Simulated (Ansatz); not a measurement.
We consider AlP (model structure, started from the NiAs type, P6₃/mmc, No. 194, 4 atoms in the cell), described by LDA in Ansatz (PAW).

Output (set-up and result lines):

```
Crystal: 4 atoms, lattice volume = 63.548 Å³
Basis set: ecut = 520 eV, 1725 PW (Γ), exchange–correlation on 54×54×90 points (8 copies of the dense FFT grid, shifted against one another)
Bands: 12, of which v1, the nominal top of the filled ones, is band 8 counted from 1 (7 counted from 0)
Symmetry: 24 space group operations
Space group: P63/mmc (ITA 194), of the structure as read, at distance tolerance 4.0e-5 Å
k-points: 222 of 3240
Functional: x = slater, c = lda
SCF iter   1: F=—  HF=-2479.370190 eV  |F-HF|=—  |Δ(HF+E_count)|=         —  Δρ=4.66e-3  dr2=9.45e-3
SCF iter   2: F=—  HF=-2479.367979 eV  |F-HF|=—  |Δ(HF+E_count)|=   2.21e-3  Δρ=2.75e-3  dr2=3.56e-3
  ...
SCF iter   6: F=—  HF=-2479.366954 eV  |F-HF|=—  |Δ(HF+E_count)|=   1.07e-7  Δρ=8.11e-6  dr2=7.54e-8
SCF iter   7: F=-2479.366954 eV  HF=-2479.366954 eV  |F-HF|=8.87e-11  |Δ(HF+E_count)|=   2.64e-8  Δρ=3.62e-7  dr2=1.32e-10
SCF 1 converged in 7 iterations: F = -2479.366954 eV  dr2 = 1.32e-10
SCF converged after 7 iterations
Free energy (F): -2479.366954 eV
Internal energy: -2479.362040 eV  (E = F + TS)
E sigma→0 (E₀):  -2479.364497 eV
Fermi energy:    8.199222 eV
--- Stress (GPa, compression-positive) ---
       -1.960589      -0.000000      -0.000000
       -0.000000      -1.960589       0.000000
       -0.000000      -0.000000      -2.330679
  P = ⅓ Tr σ = -2.0840 GPa (-20.840 kbar)
```

Question: Write an input file that could have produced this run (the log leaves some choices open).

Answer: This is not unique; one that fits is 
Ansatz 0.2 input:
```yaml
crystal:
  lattice:
    - [3.5799016596, 0.0000002822, 0.0]
    - [-1.7899510742, 3.1002856391, 0.0]
    - [0.0, 0.0, 5.7257351716]
  atoms:
    - { symbol: Al, position: [0.0, 0.0, 0.0] }
    - { symbol: Al, position: [0.0, 0.0, 0.5] }
    - { symbol: P, position: [0.3333333333, 0.6666666667, 0.25] }
    - { symbol: P, position: [0.6666666667, 0.3333333333, 0.75] }
basis:
  ecutwfc: 520
  ecutrho_ratio: 4
  xc_grid: 2
kpoints:
  mp_grid: { grid: [18, 18, 10] }
hamiltonian:
  xc: lda
  dispersion: none
  pseudopotentials: { kind: paw }
scf:
  occupations: { method: fermi_dirac, width: 0.05 }
  convergence: { dr2_threshold: 0.0000000004 }
output:
  forces: true
  stress: true
  eigenvalues: true
```

The PAW data were made under PBE.

Note: the relaxation could raise the start's symmetry but not lower it, so the cell can be a saddle point. Note: cell and atoms aren't relaxed at this level (pressure -2.1 GPa).

The result took very roughly 13 core-seconds.

A model structure was made by putting elements into a prototype or built by hand; it is no filed structure, need not be a known phase, and can be a saddle point held by its symmetry.

Ansatz is an electronic-structure program.
